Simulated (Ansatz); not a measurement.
A constructed model of the (0001) surface of hcp Zr, a pseudomorphic layer of Ge in the host's stacking (bottom of the slab: a bare face, its two planes held)

Method: PBE (plane waves to 420 eV, PAW; Ansatz, a program for electronic structure).

Set-up: 7 atoms, 15.4 Å thick at the start; mesh 13x13x1; 0.1 eV smearing; dipole correction on; 2 atoms held, the rest relaxed; symmetry of the start imposed; no spin, no spin-orbit, no U. It is one candidate, not shown to be the stable structure of the face.

work function of the top face: 5.01 eV
energy released by relaxation: 0.020 eV
cost: about 90 core-seconds (a rough figure)
